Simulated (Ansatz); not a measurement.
Al on the Hf site + O vacancy in metastable polar orthorhombic HfO2 (start: the Hf site; O(1) 2.04 Å away; 96-site cell, 2×2×2 shifted sampling). The numbers are results of PBE, PAW (plane waves to 420 eV; Ansatz, a program for electronic structure), not measurements. Total energies of the localised charge states, counted from that of charge +1, and their image corrections (point charge with alignment); the host's valence-band maximum lies at 14.475 eV on the cells' energy zero and its gap is 4.36 eV.

```
charge         moment (μB)  E − E(first) (eV)  correction (eV)
------  ------------------  -----------------  ---------------
+1      not spin-polarised              0.000           -0.336
0                      1.0             17.446            0.000
```

**Question.** Derive the transition levels above the valence-band maximum and say which of them are thermodynamic.

**Answer.** A level is the Fermi energy at which two charges have equal formation energy: ε(q/q′) = [E(q′) + corr(q′) − E(q) − corr(q)] / (q − q′) − E_VBM.
ε(+1/0) = [(17.446 + 0.000) − (0.000 + -0.336)] / 1 − 14.475 = 3.31 eV
Thermodynamic levels at least 0.1 eV inside the gap: (+1/0) at 3.31 eV. They hold to tenths of an eV in this cell. Charges with a result: +1, 0. Others weren't obtained, and one of them could lie lower, also by skipping a charge. The geometries come from one start. Flagged in the runs: a host whose relaxation on this sampling wasn't shown to rest, a strain field that reaches the edge of the cell.
